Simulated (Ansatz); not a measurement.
Base system: GaSb in the rock salt structure (space group Fm-3m, No. 225; a hypothetical phase, not in the database extracts checked; relaxed with 0.1 eV smearing).

```
GaSb
1.0
    0.00000     2.84949     2.84949
    2.84949     0.00000     2.84949
    2.84949     2.84949     0.00000
Sb Ga
1 1
Direct
  0.00000   0.00000   0.00000
  0.50000   0.50000   0.50000
```

Cartesian axes are those of the cell as printed.

Level of theory: plane-wave PAW DFT at the PBEsol level (Ansatz, a first-principles code, 420 eV), without spin-orbit coupling.

Strains are applied to the cell and any free atomic positions relax; under biaxial strain the out-of-plane vector relaxes too; under stress the whole cell relaxes.

One change was made to it. Results:

```tsv
quantity	base	after
volume per atom	23.14 Å³	23.41 Å³
energy relative to the base (free energy F)	0 meV/atom	+2.8 meV/atom
```

Problem. Which change produced these results?
A. uniaxial stress, 2 GPa tension along z
B. strain tensor (xx, yy, zz, yz, xz, xy) = (+1.39, +1.72, −1.34, +0.56, +0.63, +0.54) %
C. uniaxial stress, 0.5 GPa compression along z
D. biaxial strain −1.08 %, plane normal [001], relaxed out of plane

Solution. A, uniaxial stress, 2 GPa tension along z. For comparison, the volume per atom in the other runs: strain tensor (xx, yy, zz, yz, xz, xy) = (+1.39, +1.72, −1.34, +0.56, +0.63, +0.54) % gives 23.54 Å³; biaxial strain −1.08 %, plane normal [001], relaxed out of plane gives 22.76 Å³; uniaxial stress, 0.5 GPa compression along z gives 23.08 Å³.

Beyond what the load breaks, stability against distortions was not tested. The final runs are not spin-polarised.
